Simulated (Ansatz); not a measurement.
End structure of Ta on a Ru site (middle of the slab) in a 3x3 cell of the 1x1 (0001) surface of hcp Ru:

```
CELL_PARAMETERS angstrom
      8.16420     0.00000     0.00000
     -4.08210     7.07041     0.00000
      0.00000     0.00000    25.50000
ATOMIC_POSITIONS crystal
  Ru 0.22222 0.11111 0.37633
  Ru 0.22222 0.44444 0.37633
  Ru 0.22222 0.77778 0.37633
  Ru 0.55556 0.11111 0.37633
  Ru 0.55556 0.44444 0.37633
  Ru 0.55556 0.77778 0.37633
  Ru 0.88889 0.11111 0.37633
  Ru 0.88889 0.44444 0.37633
  Ru 0.88889 0.77778 0.37633
  Ta 0.11111 0.22222 0.45693
  Ru 0.10978 0.55720 0.45797
  Ru 0.10978 0.88591 0.45797
  Ru 0.44742 0.22355 0.45797
  Ru 0.44742 0.55720 0.45797
  Ru 0.44444 0.88889 0.45817
  Ru 0.77613 0.22355 0.45797
  Ru 0.77778 0.55556 0.45832
  Ru 0.77613 0.88591 0.45797
  Ru 0.22280 0.11053 0.54489
  Ru 0.22280 0.44561 0.54489
  Ru 0.22265 0.77799 0.54334
  Ru 0.55534 0.11069 0.54334
  Ru 0.55497 0.44415 0.54320
  Ru 0.55534 0.77799 0.54334
  Ru 0.88773 0.11053 0.54489
  Ru 0.88918 0.44415 0.54320
  Ru 0.88918 0.77836 0.54320
  Ru 0.11111 0.22222 0.62467
  Ru 0.11047 0.55659 0.62514
  Ru 0.11047 0.88721 0.62514
  Ru 0.44613 0.22287 0.62514
  Ru 0.44613 0.55659 0.62514
  Ru 0.44444 0.88889 0.62489
  Ru 0.77674 0.22287 0.62514
  Ru 0.77778 0.55556 0.62479
  Ru 0.77674 0.88721 0.62514
```

Slab: 36 atoms, 6.3 Å thick at the start (thin: gaps and levels are the slab's own); k 4x4x1, smearing 0.1 eV, dipole-corrected; 9 atoms held, the rest relaxed; start symmetry kept, larger cells not searched; no spin, no spin-orbit, no U.

Problem. What work function of the top face does Ansatz (an electronic-structure program) with PBE give?

Solution. 4.99 eV

Problem. Predict the change of the step from the bottom to the top vacuum level, against the clean slab from PBE.

Solution. 0.065 eV

Problem. Give the formation energy against hcp Ru, bcc Ta at the level PBE.

Solution. -1.02 eV

Problem. Give the change of the work function at the level PBE.

Solution. -0.010 eV
